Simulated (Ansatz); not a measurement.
# ZnCu$_{2}$SnS$_{4}$ (space group I-4, No. 82)

```yaml
crystal:
  lattice:
    - [-2.68686, 2.68686, 5.37741]
    - [2.68686, -2.68686, 5.37741]
    - [2.68686, 2.68686, -5.37741]
  atoms:
    - { symbol: Cu, position: [0.00000, 0.00000, 0.00000] }
    - { symbol: Cu, position: [0.75000, 0.25000, 0.50000] }
    - { symbol: Zn, position: [0.25000, 0.75000, 0.50000] }
    - { symbol: Sn, position: [0.50000, 0.50000, 0.00000] }
    - { symbol: S, position: [0.37036, 0.89854, 0.00905] }
    - { symbol: S, position: [0.10146, 0.11050, 0.47182] }
    - { symbol: S, position: [0.88950, 0.36131, 0.99095] }
    - { symbol: S, position: [0.63869, 0.62964, 0.52818] }
```

All numbers come from PBEsol, PAW, 420 eV (Ansatz, a program for electronic structure; no spin-orbit coupling). Γ-centred 9×9×9 mesh, Fermi–Dirac width 0.05 eV.

| Item | Value |
|---|---|
| Volume per atom | 19.41 Å³ |
| Density | 4.70 g/cm³ |
| Band gap | 0.11 eV (uncertain: the edges found on the path are not clean extrema) |
| Total energy | -3243.958 eV/atom (σ→0; compares only within this code and set-up) |

Stability against distortions was not tested. The final runs are not spin-polarised. A zero or small gap of ZnCu2SnS4 can be the functional's error rather than a property of the material.
